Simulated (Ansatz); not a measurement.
Take Rh in the fcc (Cu type) structure (space group Fm-3m, No. 225; relaxed with 0.1 eV smearing) as the base.

```
CELL_PARAMETERS angstrom
      0.00000     1.91600     1.91600
      1.91600     0.00000     1.91600
      1.91600     1.91600     0.00000
ATOMIC_POSITIONS crystal
  Rh 0.00000 0.00000 0.00000
```

Cartesian axes are those of the cell as printed.

Computed with PBE/PAW in Ansatz (a program for electronic structure), without spin-orbit coupling.

One thing is altered: every lattice vector is stretched by 2.00 %; the atoms relax in the strained cell.

Q: Predict the stress tensor and what it implies for the stiffness.

A: Stress of the strained cell less that of the base (GPa, compression positive):
```
  -12.9     0.0     0.0
    0.0   -12.9     0.0
    0.0     0.0   -12.9
```

Then B = −ΔP/(ΔV/V₀) with ΔV/V₀ = 0.0612 gives secant stiffness values (nonlinear terms included at this strain): B ≈ 211 GPa.

As a check, the harmonic strain energy −½ V₀ Δσ:ε is 34 meV/atom; the computed energy rise is 37 meV/atom.

Stability against distortions was not tested. The final runs are not spin-polarised. Rh lies near a magnetic instability that expansion can trigger; it was not tested.
